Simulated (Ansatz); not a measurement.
**HfN: response to strain**

Take HfN in the rock salt structure (space group Fm-3m, No. 225; a = 4.5255 Å) as the base. Axes: x, y, z lie along the cube axes.

Strains are applied to the cell and any free atomic positions relax; under biaxial strain the out-of-plane vector relaxes too; under stress the whole cell relaxes.

Method: plane-wave PAW DFT at the r2SCAN level (Ansatz, a first-principles code, 500 eV), spin-orbit coupling left out.

Notes on the quantities. pressure: mean of the normal stresses, compression positive; energy relative to the base: free energy F.

```csv
case,volume per atom,pressure,energy relative to the base
base,11.59 Å³,0.0 GPa,0 meV/atom
"biaxial strain −3.57 %, plane normal [001], relaxed out of plane",10.93 Å³,20.4 GPa,+72 meV/atom
"biaxial strain −0.75 %, plane normal [001], relaxed out of plane",11.45 Å³,3.5 GPa,+2.8 meV/atom
isotropic strain −5.99 %,9.63 Å³,77.0 GPa,+0.401 eV/atom
isotropic strain −3.93 %,10.27 Å³,43.6 GPa,+161 meV/atom
uniaxial strain ε_xx = +4.07 %,12.06 Å³,-9.5 GPa,+31 meV/atom
uniaxial strain ε_zz = +2.24 %,11.84 Å³,-5.7 GPa,+10 meV/atom
tensor shear ε_xz = −1.37 %,11.58 Å³,0.1 GPa,+3.4 meV/atom
tensor shear ε_xz = −0.87 %,11.58 Å³,0.0 GPa,+1.4 meV/atom
"uniaxial stress, 0.5 GPa tension along x",11.59 Å³,–,0.0 meV/atom
```

Without a gap, meshes like the base's 18×18×18 leave anisotropic stresses uncertain by several tenths of a GPa, and small strain energies with them. Stability under load was not tested beyond the relaxation. All final runs are without spin polarisation. An odd electron count without spin: HfN.
